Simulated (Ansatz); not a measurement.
A computed series for CdS: response to strain

Take CdS in the wurtzite structure (space group P6_3mc, No. 186; a = 4.124 Å, c = 6.708 Å) as the base. Axes: x lies along a and z along c of the hexagonal cell.

Strains are applied to the cell and any free atomic positions relax; under biaxial strain the out-of-plane vector relaxes too.

Computed with PBEsol (Ansatz, a program for electronic structure; PAW; 420 eV plane waves; no SOC).

Notes on the quantities. pressure: mean of the normal stresses, compression positive.

```tsv
case	out-of-plane strain	electron mass	pressure	shortest interatomic distance
base	–	0.11 mₑ along c, 0.12 mₑ across (at Γ)	0.00 GPa	2.521 Å
biaxial strain +0.60 %, plane normal [001], relaxed out of plane	-0.56 %	0.11 mₑ out of plane, 0.12 mₑ in plane (at Γ)	-0.38 GPa	2.527 Å
biaxial strain +1.20 %, plane normal [001], relaxed out of plane	-1.13 %	–	-0.76 GPa	2.534 Å
biaxial strain +1.80 %, plane normal [001], relaxed out of plane	-1.71 %	0.12 mₑ (at Γ)	-1.12 GPa	2.537 Å
biaxial strain +2.40 %, plane normal [001], relaxed out of plane	-2.29 %	0.12 mₑ (at Γ)	-1.47 GPa	2.540 Å
biaxial strain +3.00 %, plane normal [001], relaxed out of plane	-2.88 %	0.11 mₑ (at Γ)	-1.81 GPa	2.543 Å
```

The levels and masses belong to the bands next to the band gap. Masses are band curvatures over ±0.01 Å⁻¹ around the edge. Stability against distortions was not tested.
